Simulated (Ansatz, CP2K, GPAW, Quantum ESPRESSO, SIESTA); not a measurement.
## One structure in several programs: SrZn₂Ge₂ (I4/mmm, 5 atoms in the cell)

Self-consistent single point.

```
Sr(ZnGe)2
1.0
   -2.15190     2.15190     5.15935
    2.15190    -2.15190     5.15935
    2.15190     2.15190    -5.15935
Sr Zn Ge
1 2 2
Direct
  0.00000   0.00000   0.00000
  0.25000   0.75000   0.50000
  0.75000   0.25000   0.50000
  0.62041   0.62041   0.00000
  0.37959   0.37959   0.00000
```

All programs got the same cell, k-point mesh and kind of occupations (in Ansatz's words: kpoints.mp_grid.grid = 6 6 6; scf.occupations.method = fermi_dirac; scf.occupations.width = 0.1 eV); potentials, basis and cutoffs are each program's usual ones.

| code | model | pressure (GPa) | largest force (eV/Å) | k-points | cutoff |
|---|---|---|---|---|---|
| SIESTA | GGA PBEsol, numerical atomic orbitals DZP, PseudoDojo PBEsol standard norm-conserving potentials (rewritten from UPF to PSML) | 3.84 | 0.674 | 132 | grid 350 Ry |
| Ansatz | PBEsol, PAW files made with PBE | 2.40 | 0.003 | 30 | default |
| Quantum ESPRESSO | PBEsol, PSlibrary PAW (PBE) pseudopotentials | 2.04 | 0.009 | 30 | 50 Ry |
| CP2K | PBEsol, GPW, TZVP-MOLOPT-SR-GTH basis, GTH-PBE potentials (GTH_POTENTIALS) | 4.64 | 0.061 | 112 | grid 600 Ry |
| GPAW | PBEsol, GPAW PAW datasets PBEsol (made by gpaw-setup) | 2.76 | 0.029 | 30 | 850 eV |

The spread over the programs that give each value: pressure within 2.60 GPa; largest force within 0.671 eV/Å.

The starting cell comes from a database of computed structures (which also holds hypothetical and non-ambient phases and stackings), without a prior relaxation at this level. Its lattice was rescaled by a random factor within 2.5 % of one.

Task: Why do the programs differ, and what cannot be compared?

Result: Differences of this kind can come from the potentials, where these differ, and from what each basis and cutoff leave unconverged. The valence holds different numbers of electrons (SIESTA 78, Ansatz (an electronic-structure program) 62, Quantum ESPRESSO 42, CP2K 42, GPAW 42). The zero of total energies and Fermi levels follows the potentials and each program's conventions, so they are not compared here. SIESTA and CP2K use small atom-centred bases, whose incompleteness enters pressures, forces and empty levels differently from a plane-wave cutoff. Ansatz's pressure is given at a fixed set of plane waves, as the other plane-wave codes print theirs; with its correction for the finite basis it is 2.45 GPa. The programs reduce the same mesh by symmetry to different extents, which changes the work and not the result. In the pressure, SIESTA (by 1.44) and CP2K (by 2.24) lie more than 1 GPa from the median of the plane-wave programs. In the force vectors, SIESTA (by 0.665) lies more than 0.08 eV/Å from the median of the plane-wave programs.

Left out of this page: ABINIT (with a known weakness of the program); FLEUR (not drawn, or without a comparable value).

Keys are those of Ansatz 0.2.
